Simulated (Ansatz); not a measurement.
Functionals compared on a constructed model of the (110) surface of bcc Mo, a pseudomorphic layer of Mn in the host's stacking (bottom of the slab: a bare face, its two planes held), in Ansatz (plane waves, PAW). The structure was relaxed with PBE; the other rows are single points on it. Cutoff 420 eV.

Slab: 7 atoms, 13.8 Å thick at the start with caps and adatoms (thin: gaps and levels are the slab's own); k 14x14x1, smearing 0.1 eV, dipole-corrected; 2 atoms held, the rest relaxed; symmetry of the start imposed; spin-polarised, ending with about 3.0 μB a cell; orders that need a larger cell were not tried, no spin-orbit, no U. It is one candidate, not shown to be the stable structure of the face. These notes are the PBE run's.

| functional | work function of the top face (eV) | magnetic moment of the cell (μB) | rough cost of the single point |
|---|---|---|---|
| PBE | 4.06 | 2.96 | – |
| RPBE | [?] | 3.07 | about 2.6 core-minutes (a rough figure) |

Question: Fill in the missing entries.

Answer: 
- RPBE, work function of the top face (eV): 3.86

Ansatz is a quantum-chemistry and plane-wave program.
